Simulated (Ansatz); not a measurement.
The parent structure is Os in the hcp (Mg type) structure (space group P6_3/mmc, No. 194; a = 2.754 Å, c = 4.347 Å; relaxed with 0.1 eV smearing). Axes: x lies along a and z along c of the hexagonal cell.

Method: Ansatz (a program for electronic structure), PBE, PAW, cutoff 420 eV, spin-orbit coupling left out.

Base values:

| Quantity | Value |
|---|---|
| Shortest interatomic distance | 2.693 Å |

Perturbation: uniaxial strain ε_xx = −1.50 %, all other strain components held at zero, atoms relaxed at fixed cell.

Problem. What happens to the shortest interatomic distance, stress and energy relative to the base?

Solution. The shortest interatomic distance falls by 0.009 Å (2.693 Å → 2.684 Å); the stress (xx, yy, zz, yz, xz, xy; compression positive) amounts to (11.8, 3.4, 3.4, 0.0, 0.0, 0.0) GPa; the energy rises by 7.7 meV/atom.

Stability against distortions was not tested. All final runs are without spin polarisation.
